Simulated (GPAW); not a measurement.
GPAW run on Hf5Sc (P-62m, 6 atoms in the cell): self-consistent single point.

Level of theory: PBEsol, GPAW PAW datasets PBEsol (made by gpaw-setup) (plane waves; GPAW 25.7.0).

The change in words: lattice scaled by 0.98. Reference geometry:
```yaml
crystal:
  lattice:
    - [5.56147, 0.00000, 0.00000]
    - [-2.78073, 4.81637, 0.00000]
    - [0.00000, 0.00000, 5.02450]
  atoms:
    - { symbol: Hf, position: [0.66053, 0.00000, 0.00000] }
    - { symbol: Hf, position: [0.33947, 0.33947, 0.00000] }
    - { symbol: Hf, position: [0.00000, 0.66053, 0.00000] }
    - { symbol: Hf, position: [0.33333, 0.66667, 0.50000] }
    - { symbol: Hf, position: [0.66667, 0.33333, 0.50000] }
    - { symbol: Sc, position: [0.00000, 0.00000, 0.50000] }
```

Reference input (self-consistent single point, DFT PBEsol, plane waves, GPAW PAW datasets PBEsol (made by gpaw-setup)): mode = pw; ecut = 800 eV; xc = PBEsol; kpts = 5 5 5; mesh shift (steps) = 0 0 0; occupations.name = methfessel-paxton; occupations.width = 0.1 eV; occupations.order = 0; nbands = -14; symmetry.symmorphic = false; symmetry.tolerance = 0.0005; maxiter = 150. This run's input differs from it in these lines:

```diff
@@ -5,11 +5,11 @@
 atoms = Atoms(['Hf', 'Hf', 'Hf', 'Hf', 'Hf', 'Sc'],
-              cell=[[5.561470, 0.000000, 0.000000],
-                    [-2.780735, 4.816374, 0.000000],
-                    [0.000000, 0.000000, 5.024500]],
-              positions=[[3.673518, 0.000000, 0.000000],
-                         [0.943976, 1.635014, 0.000000],
-                         [-1.836759, 3.181360, 0.000000],
-                         [-0.000003, 3.210918, 2.512250],
-                         [2.780738, 1.605456, 2.512250],
-                         [0.000000, 0.000000, 2.512250]],
+              cell=[[5.450241, 0.000000, 0.000000],
+                    [-2.725120, 4.720047, 0.000000],
+                    [0.000000, 0.000000, 4.924010]],
+              positions=[[3.600048, 0.000000, 0.000000],
+                         [0.925097, 1.602314, 0.000000],
+                         [-1.800024, 3.117733, 0.000000],
+                         [-0.000002, 3.146700, 2.462005],
+                         [2.725123, 1.573347, 2.462005],
+                         [0.000000, 0.000000, 2.462005]],
               pbc=True)
```

The program printed (abridged):

```
     iter     time        total  log10-change:
                         energy   eigst   dens
iter:   1 --:--:--   -45.957049
iter:   2 --:--:--   -45.936290   -0.59  -1.35
iter:   3 --:--:--   -45.464785   -0.87  -1.38
iter:   4 --:--:--   -45.471039   -1.58  -1.76
iter:   5 --:--:--   -45.459602c  -1.99  -1.97
iter:   6 --:--:--   -45.518977   -2.39  -2.29
iter:   7 --:--:--   -45.439278   -2.38  -2.18
iter:   8 --:--:--   -45.438237   -3.01  -2.73
iter:   9 --:--:--   -45.439033c  -3.96  -2.94
iter:  10 --:--:--   -45.438361c  -3.73  -2.99
iter:  11 --:--:--   -45.438322c  -4.65  -3.25
iter:  12 --:--:--   -45.438330c  -4.68  -3.29
iter:  13 --:--:--   -45.438287c  -5.07  -3.36
iter:  14 --:--:--   -45.438308c  -5.64  -3.51
iter:  15 --:--:--   -45.438312c  -5.72  -3.57
iter:  16 --:--:--   -45.438306c  -5.66  -3.63
iter:  17 --:--:--   -45.438322c  -6.23  -3.81
iter:  18 --:--:--   -45.438320c  -6.69  -3.90
iter:  19 --:--:--   -45.438315c  -6.27  -4.01c
iter:  20 --:--:--   -45.438315c  -7.21  -4.26c
iter:  21 --:--:--   -45.438316c  -7.05  -4.35c
iter:  22 --:--:--   -45.438315c  -7.38  -4.53c
iter:  23 --:--:--   -45.438315c  -7.58c -4.64c
Converged after 23 iterations.

Dipole moment: (0.000013, -0.000000, -0.000000) |e|*Ang

Energy contributions relative to reference atoms: (reference = -2069575.972214)

Kinetic:        +48.282587
Potential:      -42.085809
External:        +0.000000
XC:             -49.247515
Entropy (-ST):   -0.024002
Local:           -2.375577
SIC:             +0.000000
--------------------------
Free energy:    -45.450316
Extrapolated:   -45.438315

Showing only first 2 kpts
 Kpt  Band  Eigenvalues  Occupancy
  0    33      8.57211    2.00000
  0    34     10.18811    0.00000
  0    35     10.41918    0.00000
  0    36     10.55477    0.00000

  1    33      8.57322    2.00000
  1    34     10.02608    0.00024
  1    35     10.17370    0.00000
  1    36     10.29989    0.00000

Fermi level: 9.76608

No gap
   [... lines left out ...]
  0 Hf    0.05528   -0.00000    0.00000
  1 Hf   -0.02764   -0.04788    0.00000
  2 Hf   -0.02764    0.04788    0.00000
  3 Hf    0.00000    0.00000    0.00000
  4 Hf   -0.00000   -0.00000    0.00000
  5 Sc   -0.00000    0.00000    0.00000

Stress tensor:
    -0.021318     0.000000     0.000000
     0.000000    -0.021318     0.000000
     0.000000     0.000000    -0.025811
Stress (GPa, Voigt): [-3.4155 -3.4155 -4.1353  0.      0.      0.    ]
```

The run converged in 23 iterations. GPAW prints stress with tension positive. Against the reference run the free energy goes up by 2.8 meV/atom, the pressure goes from -2.73 to 3.66 GPa and the largest force goes from 0.010 to 0.055 eV/Å.

The starting cell comes from a database of computed structures (which also holds hypothetical and non-ambient phases and stackings), without a prior relaxation at this level. For this run, on top of that: lattice scaled by 0.98. With a pressure of about 4 GPa the cell is away from its equilibrium volume at this level.

Cost on one core of a shared machine: roughly 70 s.
